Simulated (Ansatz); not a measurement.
Start from a 16-atom supercell of NaF in the rock salt structure (space group Fm-3m, No. 225; a = 4.7016 Å) at its relaxed geometry.

The values are results of PBE (Ansatz, a program for electronic structure; PAW; 420 eV plane waves; no spin-orbit coupling), not measurements.

Before the change:

| Quantity | Result |
|---|---|
| Pressure | 0.0 GPa |

The change: one Na atom is added in an open site, starting 1.84 Å from the nearest host atom, atoms relaxed at fixed cell, starting from a slightly rattled geometry.

**Question.** What happens to the final site of the added atom and pressure?

**Answer.** The final site of the added atom is 4 F at 2.08 Å (tetrahedral); the pressure goes from zero to 9.1 GPa.

The magnetic state is the one reached from the starting moments; the real material's order can differ, and small cells can't hold many antiferromagnetic ones. The cell is small, so the values are those of an ordered compound at a high defect concentration; dilute-limit values will differ. A case with no gap was solved on a k-mesh chosen for an insulator, which is coarse for it. Seeded moments were not kept for Na interstitial (started 1.84 Å from the nearest host atom). The defect cell is spin-polarised and ends with 0.0 μB.
